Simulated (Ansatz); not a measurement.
For TaTe (model structure, Pm-3m, No. 221, 2 atoms in the cell), PBEsol (PAW; Ansatz, an electronic-structure program) gives:

| Quantity | Result |
|---|---|
| lattice constant a | 3.378 Å |
| bulk modulus B0 | 160 GPa |
| cohesive energy | 5.79 eV/atom |

Q: What does r²SCAN (Ansatz, plane waves, PAW) give for the same quantities?

A: 
- lattice constant a: 3.406 Å (goes up by 0.8 %)
- bulk modulus: 153 GPa (falls by 4.4 %)
- cohesive energy: 4.89 eV/atom (shrinks by 0.90 eV/atom)

Changes are worked out from the printed values.

Unless a cell is named, each level is at its own relaxed cell (PBEsol 19.28, r²SCAN 19.76 Å³/atom).

Levels without +SOC leave out spin–orbit coupling, which shifts energies and cells of such heavy elements.

Caveats: the bulk modulus is −V dP/dV from two relaxed cells at ±2 % in volume (PBEsol, r²SCAN). Ansatz's density-functional and Hartree–Fock values are scalar-relativistic unless marked +SOC, with PAW data made under PBE.

A model structure was made by putting elements into a prototype or built by hand; it is no filed structure, need not be a known phase, and can be a saddle point held by its symmetry.
